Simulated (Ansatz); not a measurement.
## Several settings converged on SrC2 (P1, 6 atoms in the cell)

```xyz
6
Lattice="3.5468 -2.2269 0.0000 3.5468 2.2269 0.0000 -2.3974 0.0000 7.4515" Properties=species:S:1:pos:R:3 pbc="T T T"
Sr     1.7487     1.4304     5.6386
Sr     2.9474    -1.4304     1.8629
C      0.6163    -0.6544     4.1550
C      4.0799     0.6544     3.2965
C      2.8812    -0.6544     7.0222
C      1.8150     0.6544     0.4293
```

Base method: LDA (PW92), default PAW files made with PBE (plane waves; Ansatz, a first-principles code).

Base settings: basis.ecutwfc = 420 eV; kpoints.mp_grid.grid = 5 5 2; hamiltonian.xc = lda; hamiltonian.pseudopotentials = {kind: paw} (the program's default PAW files); scf.occupations.method = fermi_dirac; scf.occupations.width = 0.01 eV.

The count of work is k-points × plane waves × bands × iterations; it is no time. 

**The cutoff for other potential files**

Level: DFT, LDA (PW92), plane waves, harder PAW files (source: ansatz) made with PBE.

In this ladder: hamiltonian.pseudopotentials = {kind: paw, source: ansatz}.

The second cell is the first with its lattice scaled by 0.98.

The mesh stays at the base's, so the ladder's end is converged at best in this setting alone.

The first pressure column holds Ansatz's estimate of the finite-basis (Pulay) stress, which hides part of the cutoff error; the other is without it.

Only quantities that move along the ladder and can be compared are tabulated.

```csv
basis.ecutwfc,free energy less the last step's (meV/atom),energy of the compressed cell less the first (meV/atom),pressure (GPa),pressure without the Pulay estimate (GPa),largest difference of a force vector from the last step's (eV/Å),count of work / last
370 eV,304.01,-7.28,-3.54,-12.24,0.881,0.11
450 eV,94.12,-15.99,-4.50,-8.01,0.123,0.14
575 eV,11.88,-17.31,-4.66,-5.33,0.004,0.21
695 eV,1.49,-17.34,-4.66,-4.73,0.001,0.27
820 eV,0.82,-17.35,-4.66,-4.67,0.001,0.36
985 eV,0.45,-17.36,-4.66,-4.67,0.000,0.47
1230 eV,0.06,-17.36,-4.66,-4.66,0.000,0.65
1640 eV,0.00,-17.36,-4.66,-4.66,0.000,1.0
```

Coarsest basis.ecutwfc that holds the forces within 0.01 eV/Å of the last step, with all finer ones: 575 eV, at 0.21 of the last step's count of work; the step before is off by 0.12 eV/Å.

Coarsest basis.ecutwfc that holds the pressure without the Pulay estimate within 0.1 GPa of the last step, with all finer ones: 695 eV, at 0.27 of the last step's count of work; the step before is off by 0.67 GPa.

Coarsest basis.ecutwfc that holds the energy of the compressed cell less the first within 2 meV/atom of the last step, with all finer ones: 450 eV, at 0.14 of the last step's count of work; the step before is off by 10 meV/atom.

The energy difference between the two cells stays within 1 meV/atom of the last step's from 575 eV on, the total only from 820 eV on: much of the error is common to both cells and cancels.

At the lowest cutoff the pressure without the Pulay estimate lies 7.6 GPa under the last step's, the usual sign of Pulay stress in an incomplete plane-wave basis.

**The density cutoff**

The mesh stays at the base's, so the ladder's end is converged at best in this setting alone.

Only quantities that move along the ladder and can be compared are tabulated.

```csv
basis.ecutrho_ratio,free energy less the last step's (meV/atom)
2,-1.15
3,0.00
4,0.00
5,0.00
6,0.00
8,0.00
10,0.00
12,0.00
16,0.00
```

Coarsest basis.ecutrho_ratio that holds the free energy within 1 meV/atom of the last step, with all finer ones: 3; the step before is off by 1.1 meV/atom.

**The relaxed cell against the cutoff**

On SrC2 (C2/c, 6 atoms in the cell): atoms on their sites.

In this ladder: relax = cell and atoms.

The mesh stays at the base's, so the ladder's end is converged at best in this setting alone.

Only quantities that move along the ladder and can be compared are tabulated.

| basis.ecutwfc | relaxed volume (Å³/atom) | relaxation steps |
|---|---|---|
| 210 eV | 18.205 | 31 |
| 250 eV | 18.017 | 32 |
| 295 eV | 17.948 | 20 |
| 355 eV | 17.983 | 13 |
| 420 eV | 17.972 | 9 |
| 505 eV | 17.958 | 7 |
| 630 eV | 17.957 | 7 |
| 840 eV | 17.956 | 7 |

Coarsest basis.ecutwfc that holds the relaxed volume within 0.036 Å³/atom of the last step, with all finer ones: 295 eV; the step before is off by 0.061 Å³/atom.

At the lowest cutoff the cell relaxes to a volume 1.4 % larger than at the highest. Ansatz relaxes on a stress corrected for the finite basis.

On the base run: the starting cell comes from a database of computed structures (which also holds hypothetical and non-ambient phases and stackings), without a prior relaxation at this level. Its lattice was rescaled by up to half a per cent. One atom was moved a little off its site on purpose.

Keys are those of Ansatz 0.2.
